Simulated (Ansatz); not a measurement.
For BeTe (model structure, Fm-3m, No. 225, 2 atoms in the cell), PBE (plane waves, PAW; Ansatz, a program for electronic structure) gives:

```
Quantity                   Value
------------------  ------------
lattice constant a       5.361 Å
cohesive energy     2.92 eV/atom
```

What does r²SCAN+rVV10 (Ansatz, PAW) give for the same quantities?


- lattice constant a: 5.351 Å (decreases by 0.2 %)
- cohesive energy: 3.09 eV/atom (grows by 0.17 eV/atom)

Changes are worked out from the printed values.

Unless a cell is named, each level is at its own relaxed cell (PBE 19.26, r²SCAN+rVV10 19.16 Å³/atom).

Levels without +SOC leave out spin–orbit coupling, which shifts energies and cells of such heavy elements.

Ansatz's density-functional and Hartree–Fock values are scalar-relativistic unless marked +SOC, with PAW data made under PBE.

A model structure was made by putting elements into a prototype or built by hand; it is no filed structure, need not be a known phase, and can be a saddle point held by its symmetry.
